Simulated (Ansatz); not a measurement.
## La in the diamond structure (space group Fd-3m, No. 227; a hypothetical phase, not in the database extracts checked)

```xyz
2
Lattice="0.0000 3.3398 3.3398 3.3398 0.0000 3.3398 3.3398 3.3398 0.0000" Properties=species:S:1:pos:R:3 pbc="T T T"
La     5.0096     5.0096     5.0096
La     3.3398     3.3398     3.3398
```

All numbers come from Ansatz (a first-principles code) PBE, without spin-orbit coupling. Γ-centred 12×12×12 mesh, Fermi–Dirac width 0.05 eV.

```json
{
  "volume_per_atom": "37.25 Å³",
  "density": "6.19 g/cm³",
  "band_gap": "zero",
  "total_energy": "-6249.085 eV/atom (σ→0; compares only within this code and set-up)"
}
```

Stability against distortions was not tested.
